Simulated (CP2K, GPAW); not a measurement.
A CP2K input for a self-consistent single point of Rb2Te5 (C2/m, 7 atoms in the cell) (DFT LDA (Pade form), GPW, DZVP-MOLOPT-SR-GTH basis, GTH-PADE potentials (GTH_POTENTIALS)):

```
&GLOBAL
  PROJECT calc
  RUN_TYPE ENERGY_FORCE
  PRINT_LEVEL LOW
&END GLOBAL
&FORCE_EVAL
  METHOD Quickstep
  STRESS_TENSOR ANALYTICAL
  &DFT
    BASIS_SET_FILE_NAME BASIS_MOLOPT
    POTENTIAL_FILE_NAME GTH_POTENTIALS
    &QS
      METHOD GPW
      EPS_DEFAULT 1E-10
    &END QS
    &MGRID
      CUTOFF 500
      REL_CUTOFF 50
      NGRIDS 5
    &END MGRID
    &SCF
      SCF_GUESS ATOMIC
      EPS_SCF 1E-6
      MAX_SCF 100
      ADDED_MOS 9
      &DIAGONALIZATION
        ALGORITHM STANDARD
      &END DIAGONALIZATION
      &MIXING
        METHOD BROYDEN_MIXING
        ALPHA 0.4
        NBUFFER 12
      &END MIXING
      &SMEAR ON
        METHOD FERMI_DIRAC
        ELECTRONIC_TEMPERATURE [K] 580.23
      &END SMEAR
    &END SCF
    &KPOINTS
      SCHEME MONKHORST-PACK 2 2 3
      GAMMA_CENTERED T
    &END KPOINTS
    &XC
      &XC_FUNCTIONAL PADE
      &END XC_FUNCTIONAL
    &END XC
    &PRINT
      &MO
        EIGENVALUES T
        OCCUPATION_NUMBERS T
        NDIGITS 8
        FILENAME mo
        &EACH
          QS_SCF 0
        &END EACH
        ADD_LAST NUMERIC
      &END MO
      &MULLIKEN OFF
      &END MULLIKEN
    &END PRINT
  &END DFT
  &SUBSYS
    &CELL
      ABC 7.47849200 7.47849180 5.80867981
      ALPHA_BETA_GAMMA 110.84170588 110.84170911 76.62357744
      PERIODIC XYZ
    &END CELL
    &COORD
      Rb       1.60619679     1.26903463     3.32066506
      Rb       5.53577121     4.37373837     1.85654894
      Te       0.00000000     0.00000000     0.00000000
      Te       5.39341560     1.16111171     3.92929834
      Te       1.74855240     4.48166129     1.24791566
      Te       4.76460245     0.66429476     1.24791566
      Te       2.37736555     4.97847824     3.92929834
    &END COORD
    &KIND Rb
      BASIS_SET DZVP-MOLOPT-SR-GTH
      POTENTIAL GTH-PADE-q9
    &END KIND
    &KIND Te
      BASIS_SET DZVP-MOLOPT-SR-GTH
      POTENTIAL GTH-PADE-q6
    &END KIND
  &END SUBSYS
  &PRINT
    &FORCES ON
    &END FORCES
    &STRESS_TENSOR ON
    &END STRESS_TENSOR
  &END PRINT
&END FORCE_EVAL
```

Q: Translate this input to GPAW.

A: This is the input that was run; spellings and numerical settings could be chosen otherwise.

```python
from ase import Atoms
from ase.units import GPa
from gpaw import GPAW

atoms = Atoms(['Rb', 'Rb', 'Te', 'Te', 'Te', 'Te', 'Te'],
              cell=[[5.867990, -4.636220, 0.000000],
                    [5.867990, 4.636220, 0.000000],
                    [-2.633860, 0.000000, 5.177214]],
              scaled_positions=[[0.318370, 0.318370, 0.641400],
                                [0.681630, 0.681630, 0.358600],
                                [0.000000, 0.000000, 0.000000],
                                [0.854600, 0.329920, 0.758960],
                                [0.145400, 0.670080, 0.241040],
                                [0.670080, 0.145400, 0.241040],
                                [0.329920, 0.854600, 0.758960]],
              pbc=True)

calc = GPAW(mode={'name': 'pw', 'ecut': 600},
            xc='LDA',
            kpts={'size': (2, 2, 3), 'gamma': True},
            occupations={'name': 'fermi-dirac', 'width': 0.05},
            nbands=-4,
            convergence={'density': 1e-05, 'bands': -2},
            symmetry={'symmorphic': False, 'tolerance': 0.0005},
            maxiter=100)

atoms.calc = calc

energy = atoms.get_potential_energy()
print('Energy (eV):', round(energy, 6))
forces = atoms.get_forces()
print('Forces (eV/Ang):')
print(forces.round(5))
stress = atoms.get_stress()
print('Stress (GPa, Voigt):', (stress / GPa).round(4))
```

Basis, cutoffs, solver keys and any potentials are the target program's own. This input uses DFT LDA (Perdew-Wang 92), plane waves, GPAW PAW datasets LDA (gpaw-data 1.0.1). LDA parametrisations can differ slightly between programs.

The starting cell comes from a database of computed structures (which also holds hypothetical and non-ambient phases and stackings), without a prior relaxation at this level.
